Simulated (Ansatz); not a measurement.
Band structure of MnO2 (P4_2/mnm, 6 atoms in the cell).

```yaml
crystal:
  lattice:
    - [4.44442, 0.00000, 0.00000]
    - [0.00000, 4.44442, 0.00000]
    - [0.00000, 0.00000, 2.89575]
  atoms:
    - { symbol: Mn, position: [0.00000, 0.00000, 0.00000], spin: 4.0 }
    - { symbol: Mn, position: [0.50000, 0.50000, 0.50000], spin: 4.0 }
    - { symbol: O, position: [0.30492, 0.30492, 0.00000] }
    - { symbol: O, position: [0.69508, 0.69508, 0.00000] }
    - { symbol: O, position: [0.19508, 0.80492, 0.50000] }
    - { symbol: O, position: [0.80492, 0.19508, 0.50000] }
```
(The spins are starting values, not results.)

Computed with PBE, PAW files (plane waves; Ansatz, a program for electronic structure).

Settings: kpoints.mp_grid.grid = 5 5 7; hamiltonian.xc = pbe; hamiltonian.pseudopotentials = {kind: paw} (the program's default PAW files); magnetization.spin_polarized = true; scf.occupations.method = gaussian; scf.occupations.width = 0.272 eV; kpoints.band_path.npoints = 8.

The starting cell comes from a database of computed structures (which also holds hypothetical and non-ambient phases and stackings), without a prior relaxation at this level. Its lattice was rescaled by a random factor within 2.5 % of one. The magnetic order is the one reached from the typed start; others were not searched systematically. The program warned that, by what it read of turns of the moments, another magnetic order lies lower.

Levels in eV from the Fermi level, bands 27 to 34 of the first spin channel:
| point | 27 | 28 | 29 | 30 | 31 | 32 | 33 | 34 |
|---|---|---|---|---|---|---|---|---|
| Γ | -1.28 | -1.28 | -0.74 | -0.30 | -0.24 | 2.57 | 2.57 | 3.27 |
| X | -1.48 | -1.48 | -0.78 | -0.78 | 2.05 | 2.05 | 2.35 | 2.35 |
| M | -2.17 | -2.17 | -0.13 | -0.13 | 1.30 | 1.30 | 2.54 | 2.54 |
| Z | -1.17 | -1.17 | -0.27 | -0.27 | 1.16 | 1.16 | 1.57 | 1.57 |
| R | -1.97 | -1.97 | -0.15 | -0.15 | 0.10 | 0.10 | 3.07 | 3.07 |
| A | -1.10 | -1.10 | -0.81 | -0.81 | 1.59 | 1.59 | 1.79 | 1.79 |

Bands cross the Fermi level along this path, so the cell is metallic at this level.

The net moment of the cell came out as 5.97 μB.

Keys are those of Ansatz 0.2.
